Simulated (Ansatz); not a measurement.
Worked calculations on one periodic cell of amorphous In6Ga12Zn6O33: In6Ga12Zn6O33, 57 atoms, volume 735.0 Å³, made by a melt-quench on the CHGNet potential and relaxed with DFT. O atoms were pushed apart under 1.9 Å during the dynamics, to hinder bonds among them. It is a model cell: composition and starting density were chosen by hand, and all elements were melted together. Cycles of charging were run to anneal it. Calculation: PBE, scalar-relativistic without spin-orbit coupling (plane waves to 420 eV, PAW; Ansatz, a first-principles code). Sampling: a 2×2×2 Γ-centred mesh; Fermi-Dirac width 0.02 eV; no spin polarisation. Its volume was relaxed, its shape was free, and it stands at a mean pressure of 0.1 GPa with stress components up to 0.3 GPa; the relaxation ran on the zone centre alone. Its density went from a set 5.78 to 5.53 g/cm³. The cell is small and was quenched far faster than a real film, so it is one sample of the glass.

Count formal charges (In +3, Ga +3, Zn +2, O -2). What does the count lead one to expect at the Fermi level, and what does the calculation give?

6 × (+3) + 12 × (+3) + 6 × (+2) + 33 × (-2) = 0. The charges balance, so the anion-derived valence states can be full and a gap can open. On this mesh the highest filled and lowest empty level lie 1.15 eV apart, the PBE gap of this cell, with a localised state at one edge or both.

Four energies for an added electron at PBE on the zone centre alone (charged cells in a uniform background, spin-polarised): neutral at the neutral geometry -117628.113 eV; charged at the neutral geometry -117620.443 eV; charged and relaxed -117620.466 eV; neutral at the charged geometry -117628.089 eV.

Find the two relaxation energies and their sum, the reorganisation energy.

On charging: -117620.443 − (-117620.466) = 0.023 eV. On discharging: -117628.089 − (-117628.113) = 0.024 eV. The sum is 0.047 eV. The carrier's level spreads over 51 of the 57 atoms' worth, more than a fifth of the atoms or a third of the atoms of its main element (six at least), and the sum is small, so it counts as a band carrier, whose relaxation energy shrinks as the cell grows. PBE's self-interaction favours spread-out carriers, so a hybrid can localise more.
